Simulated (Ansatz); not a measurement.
The reference is BAs (space group P4_2/mnm, No. 136; a hypothetical phase, not in the database extracts checked).

```
BAs
1.0
    5.83723     0.00000     0.00000
    0.00000     5.83723     0.00000
    0.00000     0.00000     3.36175
B As
4 4
Direct
  0.32271   0.67729   0.00000
  0.67729   0.32271   0.00000
  0.82271   0.82271   0.50000
  0.17729   0.17729   0.50000
  0.31841   0.31841   0.00000
  0.68159   0.68159   0.00000
  0.18159   0.81841   0.50000
  0.81841   0.18159   0.50000
```

Cartesian axes are those of the cell as printed.

Calculations: DFT with PBEsol, PAW potentials and a 420 eV plane-wave cutoff in Ansatz (a quantum-chemistry and plane-wave program), scalar-relativistic without spin-orbit coupling.

For the base:

| Item | Value |
|---|---|
| Band gap | 0.61 eV |
| Pressure | 0.00 GPa |
| Gap character | indirect, Γ → k = (0, 0, 0.300) in the run's primitive reciprocal basis |

Modification: compressive biaxial strain of 2.39 % in the plane normal to [001], as in epitaxy on a mismatched substrate; the out-of-plane cell vector and the atoms relax.

Question: Estimate the effect on the band gap.

Answer: The band gap shrinks by 0.19 eV (0.61 eV → 0.42 eV).

Question: Estimate the effect on the ratio −ε⊥/ε∥.

Answer: The ratio −ε⊥/ε∥ comes out as 0.31.

Question: Predict the new pressure.

Answer: The pressure (mean of the normal stresses, compression positive) goes from zero to 5.39 GPa.

Question: What does the calculation give for the gap character after the change?

Answer: The gap character goes from indirect, Γ → k = (0, 0, 0.300) in the run's primitive reciprocal basis to direct at Γ.

No phonon test of stability was made.
